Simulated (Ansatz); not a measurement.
The reference is an 8-atom supercell of Ru in the hcp (Mg type) structure (space group P6_3/mmc, No. 194; a = 2.722 Å, c = 4.291 Å) at its relaxed geometry.

Calculations: Kohn–Sham DFT with the PBE functional, run in Ansatz (a program for electronic structure) with PAW and 420 eV plane waves, without spin-orbit coupling, earlier PAW set.

The change: a neutral Li interstitial (started 1.73 Å from the nearest host atom), atoms relaxed at fixed cell, starting from a slightly rattled geometry.

**Question.** What does the calculation give for the final site of the added atom and largest displacement of a host atom from its site in the perfect cell after the change?

**Answer.** The final site of the added atom is 6 Ru at 2.06 Å (octahedral); the largest displacement of a host atom from its site in the perfect cell amounts to 0.16 Å.

In so small a cell the defect repeats every few ångströms: this is an ordered compound, not a dilute defect. All final runs are without spin polarisation. The defect cell is not spin-polarised.
